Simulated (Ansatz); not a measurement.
Strongest site found for several adsorbates on hcp Ru (0001).

These are PBE (plane waves to 420 eV, PAW; Ansatz, a first-principles code) values and carry that method's errors.

Counted are starts at which the adsorbate stayed whole and on top. Thin slabs; no dispersion, zero-point or thermal terms; negative values mean binding.

```tsv
adsorbate, area an adsorbate	reference	bonded to	E_ads (eV)	shortest bond to the host (Å)
Cl, 6 Å²	½ Cl2(g)	Ru	-0.62	2.26
Cl, 13 Å²	½ Cl2(g)	3 Ru	-1.58	…
N, 13 Å²	½ N2(g)	3 Ru	-0.48	1.89
Co, 26 Å²	an atom of hcp Co, ferromagnetic	3 Ru	1.00	2.36
Au, 26 Å²	an atom of fcc Au	3 Ru	…	2.72
C, 6 Å²	an atom of graphite	3 Ru	…	1.93
F, 13 Å²	½ F2(g)	Ru	-2.82	2.08
CH3, 26 Å²	CH4(g) − ½ H2(g)	3 Ru	0.35	2.30
N, 6 Å²	½ N2(g)	3 Ru	0.34	…
```

Some entries are withheld; supply them.


- Cl, 13 Å², shortest bond to the host (Å): 2.39
- Au, 26 Å², E_ads (eV): -0.07
- C, 6 Å², E_ads (eV): 1.66
- N, 6 Å², shortest bond to the host (Å): 1.97
